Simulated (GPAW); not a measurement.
Worked example: self-consistent single point of Be2Si (Fm-3m, 3 atoms in the cell) in GPAW.

Computed with PBEsol, LCAO dzp, GPAW PAW datasets PBEsol (made by gpaw-setup) (GPAW 25.7.0).

```
Be2Si
1.0
    0.00000     2.64000     2.64000
    2.64000     0.00000     2.64000
    2.64000     2.64000     0.00000
Be Si
2 1
Cartesian
  3.96000   3.96000   3.96000
  1.32000   1.32000   1.32000
  0.00000   0.00000   0.00000
```

Reference input (self-consistent single point, DFT PBEsol, LCAO dzp, GPAW PAW datasets PBEsol (made by gpaw-setup)): mode = lcao; h = 0.2 Å; basis = dzp; xc = PBEsol; kpts = 14 14 14; mesh shift (steps) = 0 0 0; occupations.name = methfessel-paxton; occupations.width = 0.136 eV; occupations.order = 0; convergence.density = 1e-05 e/electron; convergence.energy = 1e-05 eV/electron; symmetry.symmorphic = false. This run's input differs from it in these lines:

```diff
@@ -16,3 +16,3 @@
             xc='PBEsol',
-            kpts={'size': (14, 14, 14), 'gamma': True},
+            kpts={'size': (6, 6, 6), 'gamma': True},
             occupations={'name': 'methfessel-paxton', 'width': 0.136, 'order': 0},
```

Output (repeated stretches shortened):

```
     iter     time        total  log10-change:
                         energy   eigst   dens
iter:   1 --:--:--   -11.847893        c
iter:   2 --:--:--   -11.839729        c -0.95
iter:   3 --:--:--   -11.818607        c -0.97
iter:   4 --:--:--   -11.815551        c -1.54
iter:   5 --:--:--   -11.812281        c -1.89
iter:   6 --:--:--   -11.812227        c -2.81
iter:   7 --:--:--   -11.812216c       c -3.11
iter:   8 --:--:--   -11.812216c       c -4.68
iter:   9 --:--:--   -11.812216c       c -5.04c
Converged after 9 iterations.

Dipole moment: (-0.893376, -0.893376, -0.893376) |e|*Ang

Energy contributions relative to reference atoms: (reference = -8662.749783)

Kinetic:        +18.193099
Potential:      -12.608411
External:        +0.000000
XC:             -17.406606
Entropy (-ST):   -0.004236
Local:           +0.011819
SIC:             +0.000000
--------------------------
Free energy:    -11.814334
Extrapolated:   -11.812216

Showing only first 2 kpts
 Kpt  Band  Eigenvalues  Occupancy
  0     2      7.38167    0.00000
  0     3      7.38167    0.00000
  0     4      7.76462    0.00000
  0     5      7.76533    0.00000

  1     2      5.04314    2.00000
  1     3      5.80554    2.00000
  1     4      7.17010    0.00000
  1     5     10.56072    0.00000

Fermi level: 6.68148

No gap
No difference between direct/indirect transitions
Energy (eV): -11.812216

Forces in eV/Ang:
  0 Be   -0.00000    0.00000    0.00000
  1 Be   -0.00000    0.00000    0.00000
  2 Si    0.00000   -0.00000    0.00000
```

The run converged in 9 iterations. Against the reference run the free energy goes up by 7.8 meV/atom.

The starting cell comes from a database of computed structures (which also holds hypothetical and non-ambient phases and stackings), without a prior relaxation at this level. Values carry the incompleteness of an atom-centred basis.

Cost on one core of a shared machine: roughly 30 s.
